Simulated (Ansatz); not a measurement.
Cells marked so need not be the phases stable at ambient conditions, and some may be hypothetical.

The gap is the functional's own, uncorrected, and κ follows it; spin-orbit coupling is left out. Mid-gap values are interpolated between the computed energies.

A. BaPb2IF5 (P4/nmm, not sure to be the ambient phase, 18 atoms a cell, 20.4 Å³ an atom), along the normal of (101)
B. ZnAg2SnS4 (I-42m, not sure to be the ambient phase, 8 atoms a cell, 23.7 Å³ an atom, -2 GPa at this level), along the normal of (100)
C. BiRhS (P2_13, not sure to be the ambient phase, 12 atoms a cell, 20.1 Å³ an atom, -2 GPa at this level), along the normal of (111)
D. BaF$_{2}$ (P6_3/mmc, not sure to be the ambient phase, 6 atoms a cell, 17.8 Å³ an atom, -3 GPa at this level), along the normal of (100)

Question: Put the candidates in order of mid-gap decay constant of the slowest evanescent state, highest first, for r2SCAN (Ansatz, a first-principles code).

Answer: D (0.50 1/Å), A (0.34 1/Å), C (0.11 1/Å), B (0.06 1/Å)
